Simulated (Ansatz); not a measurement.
Abridged Ansatz (an electronic-structure program) output:

```
Pseudopotential: Mg, paw, valence charge 10
Crystal: 2 atoms, lattice volume = 45.259 Å³
Basis set: ecut = 500 eV, 1129 PW (Γ), exchange–correlation on 96×96×160 points (64 copies of the dense FFT grid, shifted against one another)
Bands: 14, of which v1, the nominal top of the filled ones, is band 10 counted from 1 (9 counted from 0)
Symmetry: 24 space group operations
k-points: 165 of 2601
Functional: x = r2scan, c = r2scan; τ floored in thin density (d = 2e-4 eV/Å³)
SCF iter   1: F=—  HF=-3852.709133 eV  |F-HF|=—  |Δ(HF+E_count)|=         —  Δρ=1.46e-2  dr2=1.08e-1  dr2_τ=5.77e-4  ethr=5.44e-4  ⟨swp⟩=1.0  Hψ=16428  notcnv=0
SCF iter   2: F=—  HF=-3852.798481 eV  |F-HF|=—  |Δ(HF+E_count)|=   8.93e-2  Δρ=1.08e-2  dr2=6.67e-2  dr2_τ=1.98e-4  ethr=5.42e-4  ⟨swp⟩=2.0  Hψ=3300  notcnv=0
SCF 1 converged in 7 iterations: F = -3852.814431 eV  dr2 = 1.02e-10
SCF converged after 7 iterations
Free energy (F): -3852.814431 eV
Internal energy: -3852.809229 eV  (E = F + TS)
E sigma→0 (E₀):  -3852.811830 eV
Entropy (-TS):   -0.005202 eV (-2.601 meV/atom)
Fermi energy:    5.787151 eV
--- Forces (eV/Å), atoms counted from 1 ---
  atom   1  Mg    -0.00000000     0.00000000     0.00000000
  atom   2  Mg     0.00000000     0.00000000     0.00000000
--- Stress (GPa, compression-positive) ---
       -0.004751       0.000000       0.000000
       -0.000000      -0.004751       0.000000
        0.000000       0.000000      -0.009389
  P = ⅓ Tr σ = -0.0063 GPa (-0.063 kbar)
```

What was computed, and what are the main results?

Mg, 2 atoms in the cell, with r2SCAN (Ansatz), scalar-relativistic without spin-orbit coupling, earlier PAW set. The last SCF converged to F = -3852.814431 eV, or -1926.4072 eV per atom, at a pressure of -0.01 GPa. The total energy compares only with runs of the same code, potentials and settings.

Whether these cells are dynamically stable was not tested. The cell was made from Zr by this change: Zr → Mg.
